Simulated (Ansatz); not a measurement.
Take ScF3 in the ReO3 type structure (space group Pm-3m, No. 221; a = 4.020 Å) as the base. Axes: x, y, z lie along the cube axes.

Now apply this change: the cell is compressed by 5.17 % along x with no lateral relaxation; the atoms relax in the strained cell.

Levels (all Ansatz, a program for electronic structure, PAW): PBEsol (420 eV, spin-orbit coupling left out); r2SCAN (500 eV, without spin-orbit coupling).

The geometry is relaxed with PBEsol.

| Item | Result |
|---|---|
| PBEsol band gap | 6.35 eV |
| PBEsol pressure | 6.45 GPa |
| PBEsol gap character | indirect, A → Γ |

With r2SCAN at the same geometry, the band gap grows by 0.78 eV to 7.13 eV; the pressure goes up by 1.05 GPa, from 6.45 GPa to 7.50 GPa; the gap character is still indirect, A → Γ.

Single points use the geometry relaxed with PBEsol. Their cutoffs differ, which shifts pressures a little. Whether these cells are dynamically stable was not tested. The base started in R32 and relaxed to Pm-3m at this level. The final runs are not spin-polarised. Labels are those of the standard path for the cell's own space group.
